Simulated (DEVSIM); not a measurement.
System: illuminated Si n-on-p cell, one wavelength, at 300 K.

```csv
layer (left to right),material,thickness (μm),Nd (cm⁻³),Na (cm⁻³),τn (s),τp (s),absorption coefficient (cm⁻¹)
1,Si,0.720,2.7e18,-,1.6e-8,5.9e-8,5300
2,Si,70.0,-,9.8e15,1.3e-6,1.3e-6,5300
```

Left contact: ohmic, minority hole recombination velocity 8e6 cm/s. Right contact: ohmic, minority electron recombination velocity 40000 cm/s. Voltage is applied to the left contact. Recombination: SRH at mid-gap, radiative, Auger. Light enters at the left, 1.1e17 photons cm⁻² s⁻¹, one pass, no reflection. Mobility is μmin + (μ − μmin)/(1 + (N/Nref)^α).

The device is made up for the run: typed textbook-type constants, with dimensions and the other settings drawn at random. Values at 300 K.

```csv
parameter,Si
gap (eV),1.124
affinity (eV),4.05
permittivity,11.7
Nc (cm⁻³),2.86e19
Nv (cm⁻³),3.1e19
μn (cm²/Vs),1417
μp (cm²/Vs),470
"μn,min",52
"μp,min",45
"Nref,n",9.7e16
"Nref,p",2.2e17
αn,0.68
αp,0.72
B (cm³/s),4.7e-15
Cn (cm⁶/s),2.8e-31
Cp (cm⁶/s),9.9e-32
```

Model (solved in DEVSIM): 1D drift-diffusion, Boltzmann statistics, complete ionisation; no tunnelling, impact ionisation, image-force lowering or self-heating.

Question: Give the small-signal capacitance in reverse bias (quasi-static).

Answer: 
```csv
V (V),C (nF/cm²)
0.04,32.0
0.1,30.8
0.2,29.1
0.3,27.7
0.4,26.4
0.6,24.4
0.8,22.7
1,21.4
1.3,19.8
1.6,18.5
2,17.1
```
